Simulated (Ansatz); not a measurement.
## Habitual settings against a tight run: CsK3 (I4/mmm, 4 atoms in the cell)

Self-consistent single point.

```yaml
crystal:
  lattice:
    - [-3.55853, 3.55853, 7.15682]
    - [3.55853, -3.55853, 7.15682]
    - [3.55853, 3.55853, -7.15682]
  atoms:
    - { symbol: K, position: [0.75000, 0.25000, 0.50000] }
    - { symbol: K, position: [0.25000, 0.75000, 0.50000] }
    - { symbol: K, position: [0.50000, 0.50000, 0.00000] }
    - { symbol: Cs, position: [0.00000, 0.00000, 0.00000] }
```

Method: LDA (PW92), harder PAW files (source: ansatz) made with PBE (plane waves; Ansatz, an electronic-structure program).

Base settings: basis.ecutwfc = 520 eV; kpoints.mp_grid.grid = 5 5 5; hamiltonian.xc = lda; hamiltonian.pseudopotentials = {kind: paw, source: ansatz}; scf.occupations.method = gaussian; scf.occupations.width = 0.136 eV.

Tight run (finer mesh or higher cutoff; not a proven limit): basis.ecutwfc: 520 eV → 730 eV; kpoints.mp_grid.grid: 5 5 5 → 7 7 7; scf.convergence.dr2_threshold: default (1e-07 eV) → 1e-09 eV. It gave Fermi level (on the code's own zero) 1.39 eV; pressure -0.58 GPa.

Quick runs, as changes from the base:
- A: the base itself
- B: kpoints.mp_grid.grid: 5 5 5 → 4 4 4; hamiltonian.xc: lda → pbesol; scf.occupations.method: gaussian → methfessel_paxton; scf.occupations.width: 0.136 eV → 0.5 eV [PBEsol]
- C: basis.ecutwfc: 520 eV → 415 eV; kpoints.mp_grid.grid: 5 5 5 → 6 6 6
- D: basis.ecutwfc: 520 eV → 310 eV; kpoints.mp_grid.grid: 5 5 5 → 6 6 6; hamiltonian.xc: lda → pbesol; scf.occupations.method: gaussian → methfessel_paxton; scf.occupations.width: 0.136 eV → 0.5 eV [PBEsol]
- E: basis.ecutwfc: 520 eV → 310 eV; kpoints.mp_grid.grid: 5 5 5 → 3 3 3; scf.occupations.method: gaussian → methfessel_paxton; kpoints.mp_grid.shift: default → 0.5 0.5 0.5
- F: basis.ecutwfc: 520 eV → 415 eV; kpoints.mp_grid.grid: 5 5 5 → 2 2 2; scf.occupations.method: gaussian → fermi_dirac; scf.occupations.width: 0.136 eV → 0.272 eV; scf.convergence.dr2_threshold: default (1e-07 eV) → 0.0001 eV

Energies are extrapolated to zero smearing width, which holds to low order in the width alone.

Dashes: energy of B, D, another energy zero.

† marks runs with another functional, U, potentials or spin treatment: their distance from the tight run is not a convergence error alone.

The count of work is k-points × plane waves × bands × iterations; it is no time. 

Pressures in the table are Ansatz's without its Pulay estimate, at a fixed set of plane waves; the tight run's value above holds the estimate.

The starting cell comes from a database of computed structures (which also holds hypothetical and non-ambient phases and stackings), without a prior relaxation at this level. Its lattice was rescaled by a random factor within 2.5 % of one.

| run | energy less tight (meV/atom) | pressure less tight (GPa) | count of work / tight |
|---|---|---|---|
| A | -3.3 | 0.00 | 0.22 |
| B† | – | 0.25 | 0.18 |
| C | -0.6 | -0.02 | 0.26 |
| D† | – | -0.66 | 0.19 |
| E | 101.7 | -0.98 | 0.030 |
| F | -26.1 | 0.01 | 0.024 |

Among the runs at the tight run's level, the energy misses run from 0.6 to 101.7 meV/atom.

Keys are those of Ansatz 0.2.
